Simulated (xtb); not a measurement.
xtb 6.7.1, GFN2-xTB: Fc1cc(-c2ccc[se]2)sc1-c1ccccc1, 26 atoms. The geometry is a generated start, not checked to be a minimum at this level.

method: GFN2-xTB
--acc: 1 (default)
--etemp (K): 300 (default)
detailed input (--input): none: ANC optimiser, Lindh (1995) Hessian, microcycle=20, maxdispl=1.0, hlow=0.01 (default)
basis functions: 89
valence electrons: 84

```xyz
26

F      1.2992    -0.6146     2.4715
C      0.4359    -0.3288     1.4196
C     -0.8896    -0.2621     1.5963
C     -1.6505     0.0245     0.5024
C     -3.2020     0.1835     0.3193
C     -4.2113     0.0754     1.2193
C     -5.4798     0.2543     0.8342
C     -5.7818     0.5454    -0.4540
Se    -3.9759     0.5856    -1.3264
S     -0.5656     0.1910    -0.7071
C      0.9194    -0.1072     0.1707
C      2.2637    -0.0981    -0.3784
C      2.4626     0.1689    -1.7393
C      3.7224     0.1872    -2.3011
C      4.8519    -0.0577    -1.5453
C      4.6615    -0.3208    -0.2061
C      3.4035    -0.3379     0.3489
H     -1.3751    -0.4295     2.5849
H     -3.9568    -0.1668     2.2906
H     -6.3209     0.1648     1.5815
H     -6.7452     0.7096    -0.8828
H      1.6052     0.3669    -2.3715
H      3.8770     0.3927    -3.3494
H      5.8513    -0.0500    -1.9579
H      5.4960    -0.5277     0.4778
H      3.3049    -0.5488     1.4022
```

The structure is relaxed from this start with --opt LEVEL for the levels crude, sloppy, loose, lax, normal, tight, vtight, extreme, once each. Up to the end of the extreme run atoms move by at most 0.38 Å along an axis.

**Question.** Which level is enough to come within 1 meV of the tightest end point?

**Answer.** lax: 10 cycles against 22, ending 0.57 meV above.

```json
[
 {"level": "crude", "cycles": "6", "energy above the extreme run (meV)": "3.2", "gradient norm (eV/Å)": "0.20"},
 {"level": "sloppy", "cycles": "6", "energy above the extreme run (meV)": "3.2", "gradient norm (eV/Å)": "0.20"},
 {"level": "loose", "cycles": "7", "energy above the extreme run (meV)": "2.1", "gradient norm (eV/Å)": "0.11"},
 {"level": "lax", "cycles": "10", "energy above the extreme run (meV)": "0.57", "gradient norm (eV/Å)": "0.058"},
 {"level": "normal", "cycles": "13", "energy above the extreme run (meV)": "0.14", "gradient norm (eV/Å)": "0.029"},
 {"level": "tight", "cycles": "16", "energy above the extreme run (meV)": "0.029", "gradient norm (eV/Å)": "0.0072"},
 {"level": "vtight", "cycles": "21", "energy above the extreme run (meV)": "under 0.01", "gradient norm (eV/Å)": "0.0015"},
 {"level": "extreme", "cycles": "22", "energy above the extreme run (meV)": "—", "gradient norm (eV/Å)": "0.0010"}
]
```
